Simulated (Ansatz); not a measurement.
LaZnNO (model structure, started from the LaZnOP type, P4/nmm, No. 129, 8 atoms in the cell), treated with PBEsol (Ansatz, a program for electronic structure, PAW).

Numerical settings: plane-wave cutoff 520 eV, 10×10×4 k mesh (along the axes of the cell as run), Fermi–Dirac smearing 0.01 eV, scalar-relativistic PAW data made under PBE.

Cell (relaxed with PBEsol):

```cif
data_La2N2O2Zn2
_chemical_formula_sum 'La2 Zn2 N2 O2'
_space_group_name_H-M_alt 'P4/nmm :1'
_space_group_IT_number 129
_space_group_name_Hall 'P 4ab 2ab -1ab'
_cell_length_a 3.75683
_cell_length_b 3.75683
_cell_length_c 8.06595
_cell_angle_alpha 90.000
_cell_angle_beta 90.000
_cell_angle_gamma 90.000
loop_
_space_group_symop_operation_xyz
  'x, y, z'
  '-y+1/2, x+1/2, z'
  '-x, -y, z'
  'y+1/2, -x+1/2, z'
  'x+1/2, -y+1/2, -z'
  '-y, -x, -z'
  '-x+1/2, y+1/2, -z'
  'y, x, -z'
  '-x+1/2, -y+1/2, -z'
  'y, -x, -z'
  'x+1/2, y+1/2, -z'
  '-y, x, -z'
  '-x, y, z'
  'y+1/2, x+1/2, z'
  'x, -y, z'
  '-y+1/2, -x+1/2, z'
loop_
_atom_site_label
_atom_site_type_symbol
_atom_site_symmetry_multiplicity
_atom_site_Wyckoff_symbol
_atom_site_fract_x
_atom_site_fract_y
_atom_site_fract_z
_atom_site_occupancy
La1 La 2 c 0.50000 0.00000 0.16498 1
Zn1 Zn 2 b 0.50000 0.50000 0.50000 1
N1 N 2 c 0.00000 0.50000 0.37144 1
O1 O 2 a 0.00000 0.00000 0.00000 1
```

Task: Predict the band gap and smallest direct gap on the k points sampled.

Result: 
- band gap: 1.70 eV
- smallest direct gap on the k points sampled: 1.74 eV

Note: the relaxation could raise the start's symmetry but not lower it, so the cell can be a saddle point.

Spin–orbit coupling is not included.

Cost on a shared machine: very roughly 18 core-seconds.

A model structure was made by putting elements into a prototype or built by hand; it is no filed structure, need not be a known phase, and can be a saddle point held by its symmetry.
